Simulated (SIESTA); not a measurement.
Worked example: self-consistent single point of GaSb (F-43m, 2 atoms in the cell) in SIESTA.

Method of the run: SIESTA with LDA PW92, numerical atomic orbitals DZP, PseudoDojo LDA standard norm-conserving potentials (rewritten from UPF to PSML).

```yaml
crystal:
  lattice:
    - [0.00000, 3.05572, 3.05572]
    - [3.05572, 0.00000, 3.05572]
    - [3.05572, 3.05572, 0.00000]
  atoms:
    - { symbol: Ga, position: [0.00000, 0.00000, 0.00000] }
    - { symbol: Sb, position: [0.75000, 0.75000, 0.75000] }
```

Reference input (self-consistent single point, DFT, GGA PBE, numerical atomic orbitals DZP, PseudoDojo PBE standard norm-conserving potentials (rewritten from UPF to PSML)): XC.functional = GGA; XC.authors = PBE; potentials = PseudoDojo PBE standard; PAO.BasisSize = DZP; PAO.EnergyShift = 0.01 Ry; MeshCutoff = 400 Ry; kgrid.MonkhorstPack = 9 9 9; OccupationFunction = MP; OccupationMPOrder = 0; ElectronicTemperature = 100 meV; MaxSCFIterations = 150; SCF.Mixer.Method = Pulay. This run's input differs from it in these lines:

```diff
@@ -1,2 +1,2 @@
-# files in the folder: Ga.psml Sb.psml (PseudoDojo PBE standard)
+# files in the folder: Ga.psml Sb.psml (PseudoDojo LDA standard)
 SystemName  GaSb
@@ -22,4 +22,4 @@
 
-XC.functional                GGA
-XC.authors                   PBE
+XC.functional                LDA
+XC.authors                   PW92
 PAO.BasisSize                DZP
```

Output (repeated stretches shortened):

```
        iscf     Eharris(eV)        E_KS(eV)     FreeEng(eV)     dDmax    Ef(eV) dHmax(eV)
   scf:    1    -4544.878997    -4544.231419    -4544.231531  1.080213 -3.529422  2.864979
   scf:    2    -4544.391950    -4544.314131    -4544.314353  0.053591 -3.667601  1.849224
   scf:    3    -4544.419073    -4544.373912    -4544.374129  0.091595 -3.870163  0.106751
   scf:    4    -4544.374645    -4544.374326    -4544.374543  0.004294 -3.862795  0.026845
   scf:    5    -4544.374323    -4544.374342    -4544.374559  0.004207 -3.840118  0.055677
   scf:    6    -4544.374419    -4544.374386    -4544.374603  0.002363 -3.844986  0.003649
   scf:    7    -4544.374386    -4544.374386    -4544.374603  0.000195 -3.845392  0.000731
   scf:    8    -4544.374386    -4544.374386    -4544.374603  0.000031 -3.845349  0.000096
SCF Convergence by DM+H criterion
max |DM_out - DM_in|         :     0.0000313036
max |H_out - H_in|      (eV) :     0.0000960074
SCF cycle converged after 8 iterations

Using DM_out to compute the final energy and forces

siesta: E_KS(eV) =            -4544.3744

siesta: E_KS - E_eggbox =     -4544.3744

siesta: Atomic forces (eV/Ang):
     1    0.000000    0.000000    0.000000
     2    0.000000    0.000000    0.000000
   Tot    0.000000    0.000000    0.000000
   Max    0.000000
   Res    0.000000    sqrt( Sum f_i^2 / 3N )
   Max    0.000000    constrained

Stress tensor Voigt[x,y,z,yz,xz,xy] (kbar):       10.17       10.17       10.17       -0.00       -0.00       -0.00
(Free)E + p*V (eV/cell)    -4544.7369
Target enthalpy (eV/cell)    -4544.3746

siesta: Program's energy decomposition (eV):
siesta: FreeEng =     -4544.374603

   [... lines left out ...]
siesta: Cell volume =         57.064943 Ang**3
siesta:         -10.17314696        -10.17315505  kBar
   [... lines left out ...]
               5dxz    5dx2-y2
   2 14.384   1.330   0.196   0.420   0.420   0.420   0.431   0.431   0.431
              2.005   2.005   2.006   2.005   2.006   0.067   0.067   0.038

              0.067   0.038

mulliken: Qtot =       28.000

Mulliken Atomic Populations:
Atom #   charge [q] valence [e]  Species
     1    -0.615954   13.615954  Ga
     2     0.615954   14.384046  Sb
 Total     0.000000
```

The run converged in 8 iterations. Against the reference run the pressure goes from 2.99 to -1.02 GPa.

The starting cell comes from a database of computed structures (which also holds hypothetical and non-ambient phases and stackings), without a prior relaxation at this level. Its lattice was rescaled by a random factor within 2.5 % of one. Values carry the incompleteness of an atom-centred basis. The run gives no clean gap (levels at the Fermi energy touch, overlap or are partly filled at this smearing), which alone does not show that the compound is a metal.
